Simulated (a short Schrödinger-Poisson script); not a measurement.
System: MOS inversion layer, SiO2 on p-type Si(100), at 300 K.

From the gate side: 3.3 nm SiO2; 1600 nm Si, acceptors 7e16 cm⁻³.

The device is made up for the run: typed textbook-type constants, with dimensions and the other settings drawn at random. SiO2: permittivity 3.9, conduction-band edge (eV) 3.15, gap (eV) 9, electron mass (mₑ) 0.5. Si: permittivity 11.7, conduction-band edge (eV) 0, gap (eV) 1.124, Nv at 300 K (cm⁻³) 3.1e19.

Channel valleys (confinement mass, in-plane density-of-states mass, number): Δ2 0.916, 0.19, 2; Δ4 0.19, 0.417, 4. At the gate the conduction-band edge of layer 1 lies 3.47 eV − eVg above the Fermi level of the channel; the field vanishes at the back. Gaps are held at their typed values at every temperature. Mesh 0.03 nm at interfaces.

From a short Schrödinger-Poisson script (our own, NumPy): 1D Poisson equation in equilibrium, electrons quantum, Hartree (BenDaniel-Duke, 12 states a valley, the channel's in-plane mass for all, wave functions ending at the dielectric), parabolic valleys, classical holes, full ionisation, no traps, pinning or gate leakage.

```tsv
Vg (V)	electrons (cm⁻²)	C (μF/cm²)	Δ2 E0 (meV from the Fermi level)	Δ4 E0 (meV from the Fermi level)
0.3	6.47e9	0.111	195.3	225.7
0.45	2.47e11	0.555	98.1	132.3
0.6	8.66e11	0.752	61.2	101.4
0.75	1.60e12	0.818	41.1	87.3
0.9	2.38e12	0.852	27.1	78.7
1.05	3.19e12	0.874	16.1	72.7
1.2	4.01e12	0.888	6.9	68.2
1.35	4.85e12	0.899	-1.1	64.5
1.5	5.70e12	0.907	-8.3	61.4
1.65	6.55e12	0.914	-14.9	58.7
1.8	7.41e12	0.919	-21.0	56.3
1.95	8.27e12	0.923	-26.8	54.1
2.1	9.13e12	0.927	-32.4	52.1
2.25	1.00e13	0.930	-37.7	50.3
2.4	1.09e13	0.933	-42.8	48.5
2.55	1.18e13	0.936	-47.8	46.8
2.7	1.26e13	0.938	-52.7	45.2
```

Gate voltages with under 1e9 electrons/cm² are left out.

**Question.** At Vg = 2.7 V the lowest Δ2 subband lies at -52.7 meV from the Fermi level. How many electrons does it hold, and what share of all?

**Answer.** The two-dimensional density of states is g m/(πħ²) = 1.59e11 cm⁻² meV⁻¹ (both spins), kT = 25.9 meV, so n = D kT ln(1 + exp(−E/kT)) = 8.87e12 cm⁻², 0.70 of the 1.26e13 cm⁻² in all.

**Question.** Compare the slope of the sheet density between 2.4 and 2.7 V with the geometric capacitance of the layers between gate and channel.

**Answer.** q Δn/ΔV = 0.908 μF/cm²; ε0/Σ(t/ε) = 1.05 μF/cm². The ratio is 0.87: the channel acts as a further capacitance in series.
